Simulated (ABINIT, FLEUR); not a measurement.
A FLEUR input for a self-consistent single point of CaF2 (Fm-3m, 3 atoms in the cell) (DFT, PBE, all-electron FLAPW (FLEUR), scalar-relativistic valence):

Input of the input generator:

```
CaF2
&input film=f /
0.0000000000 5.1229965013 5.1229965013
5.1229965013 0.0000000000 5.1229965013
5.1229965013 5.1229965013 0.0000000000
1.0
1.0 1.0 1.0

3
20 0.0000000000 0.0000000000 0.0000000000
9 0.7500000000 0.7500000000 0.7500000000
9 0.2500000000 0.2500000000 0.2500000000

&comp jspins=1 /
&kpt div1=7 div2=7 div3=7 /
&end /
```

```xml
<?xml version="1.0" encoding="UTF-8" standalone="no"?>
<fleurInput fleurInputVersion="0.39">
   <comment>
      CaF2                                                                                                
   </comment>
   <calculationSetup>
      <cutoffs Kmax="4.0" Gmax="16.0" GmaxXC="16.0" numbands="0"/>
      <scfLoop itmax="60" minDistance="0.00001" maxIterBroyd="99" imix="Anderson" alpha="0.05" precondParam="0.0" spinf="2.0"/>
      <coreElectrons ctail="T" frcor="F" kcrel="0" coretail_lmax="0"/>
      <xcFunctional name="pbe" relativisticCorrections="F"/>
      <magnetism jspins="1"/>
      <soc l_soc="F" theta="0.0" phi="0.0" spav="F"/>
      <expertModes spex="0" secvar="F"/>
      <geometryOptimization l_f="T" forcealpha="1.0" forcemix="BFGS" epsdisp="0.00001" epsforce="0.00001"/>
      <ldaU l_linMix="F" mixParam="0.05" spinf="1.0"/>
   </calculationSetup>
   <cell>
      <bzIntegration valenceElectrons="24.0" mode="hist" fermiSmearingEnergy="0.0001">
         <kPointListSelection listName="default-1"/>
         <!-- k-points included here -->
         <xi:include xmlns:xi="http://www.w3.org/2001/XInclude" href="kpts.xml"> </xi:include>
      </bzIntegration>
      <!-- symmetry operations included here -->
      <xi:include xmlns:xi="http://www.w3.org/2001/XInclude" href="sym.xml"> </xi:include>
      <bulkLattice scale="1.0">
         <bravaisMatrix>
            <row-1>    0.0000000000000000     5.1229965013000003     5.1229965013000003</row-1>
            <row-2>    5.1229965013000003     0.0000000000000000     5.1229965013000003</row-2>
            <row-3>    5.1229965013000003     5.1229965013000003     0.0000000000000000</row-3>
         </bravaisMatrix>
      </bulkLattice>
   </cell>
   <atomSpecies>
      <species name="Calcium (Ca)" element="Ca" atomicNumber="20">
         <mtSphere radius="2.68" gridPoints="925" logIncrement="0.013"/>
         <atomicCutoffs lmax="10" lnonsphr="8"/>
         <electronConfig flipSpins="F">
            <coreConfig>(1s1/2) (2s1/2) (2p1/2) (2p3/2)</coreConfig>
            <valenceConfig>(3s1/2) (3p1/2) (3p3/2) (4s1/2)</valenceConfig>
         </electronConfig>
         <energyParameters s="4" p="4" d="3" f="4"/>
         <lo type="SCLO" l="0" n="3" eDeriv="0"/>
         <lo type="SCLO" l="1" n="3" eDeriv="0"/>
      </species>
      <species name="Fluorine (F)" element="F" atomicNumber="9">
         <mtSphere radius="1.52" gridPoints="527" logIncrement="0.02"/>
         <atomicCutoffs lmax="6" lnonsphr="4"/>
         <electronConfig flipSpins="F">
            <coreConfig>(1s1/2)</coreConfig>
            <valenceConfig>(2s1/2) (2p1/2) (2p3/2)</valenceConfig>
            <stateOccupation state="(2p1/2)" spinUp="0.8333333333333" spinDown="0.8333333333333"/>
            <stateOccupation state="(2p3/2)" spinUp="1.6666666666667" spinDown="1.6666666666667"/>
         </electronConfig>
         <energyParameters s="2" p="2" d="3" f="4"/>
      </species>
   </atomSpecies>
   <atomGroups>
      <atomGroup species="Calcium (Ca)">
         <relPos label="                   1">.0000000000 .0000000000 .0000000000</relPos>
         <force calculate="T" relaxXYZ="TTT"/>
      </atomGroup>
      <atomGroup species="Fluorine (F)">
         <relPos label="                   2">-1.000/4.000 -1.000/4.000 -1.000/4.000</relPos>
         <relPos label="                   3">1.000/4.000 1.000/4.000 1.000/4.000</relPos>
         <force calculate="T" relaxXYZ="TTT"/>
      </atomGroup>
   </atomGroups>
   <output dos="F" band="F" slice="F">
      <checks vchk="F" cdinf="F"/>
      <bandDOS minEnergy="-.5*Htr" maxEnergy="0.5*Htr" sigma="0.015" storeEVData="T"/>
      <vacuumDOS vacdos="F" integ="F" star="F" nstars="0" locx1="0.0" locy1="0.0" locx2="0.0" locy2="0.0" nstm="0" tworkf="0.0"/>
      <unfoldingBand unfoldBand="F" supercellX="1" supercellY="1" supercellZ="1"/>
      <plotting iplot="0" polar="F">
         <plot TwoD="T" vec1="  1.0  0.0  0.0" vec2="  0.0  1.0  0.0" vec3="  0.0  0.0  1.0" zero="  0.0  0.0  0.0" file="plot"/>
      </plotting>
      <chargeDensitySlicing numkpt="0" minEigenval="0.0" maxEigenval="0.0" nnne="0" pallst="F"/>
      <specialOutput eonly="F"/>
      <magneticCircularDichroism mcd="F" energyLo="-10.0" energyUp="0.0"/>
   </output>
  <!-- We include the file relax.xml here to enable relaxations (see documentation) -->
  <xi:include xmlns:xi="http://www.w3.org/2001/XInclude" href="relax.xml"> <xi:fallback/> </xi:include>
</fleurInput>
```

Q: Write the same calculation as an input for ABINIT.

A: This is the input that was run; spellings and numerical settings could be chosen otherwise.

```
# CaF2, JTH v2.0 PBE PAW
pp_dirpath "./"
pseudos "Ca.GGA_PBE-JTH.xml, F.GGA_PBE-JTH.xml"
acell 7.2450111321 7.2450111321 7.2450111321
rprim
         0.0000000000    0.7071067812    0.7071067812
         0.7071067812    0.0000000000    0.7071067812
         0.7071067812    0.7071067812    0.0000000000
natom 3
ntypat 2
znucl 20 9
typat 1 2 2
xcart
         0.0000000000    0.0000000000    0.0000000000
         4.0664595000    4.0664595000    4.0664595000
         1.3554865000    1.3554865000    1.3554865000
      Angstrom
ecut 24 Ha
pawecutdg 48 Ha
pawxcdev 0
ixc 11
occopt 1
nband 16
kptopt 1
ngkpt 7 7 7
nshiftk 1
shiftk 0 0 0
nstep 60
tolvrs 1.0e-10
diemac 6
prtwf 0
prtden 0
prtvol 1
enunit 2
```

Basis, cutoffs, solver keys and any potentials are the target program's own. This input uses DFT, PBE, plane waves, PAW (JTH v2.0 PBE PAW). Both were run: gap on the mesh 7.623 eV in FLEUR and 7.453 in ABINIT.

On FLEUR: the starting cell comes from a database of computed structures (which also holds hypothetical and non-ambient phases and stackings), without a prior relaxation at this level. Its lattice was rescaled by a random factor within 2.5 % of one. For this run, on top of that: lattice scaled by 0.98. Values depend on the basis (sphere radii, cutoffs, local orbitals), which need not be converged.

On ABINIT: the starting cell comes from a database of computed structures (which also holds hypothetical and non-ambient phases and stackings), without a prior relaxation at this level. Its lattice was rescaled by a random factor within 2.5 % of one. For this run, on top of that: lattice scaled by 0.98. With a pressure of about 4 GPa the cell is away from its equilibrium volume at this level.
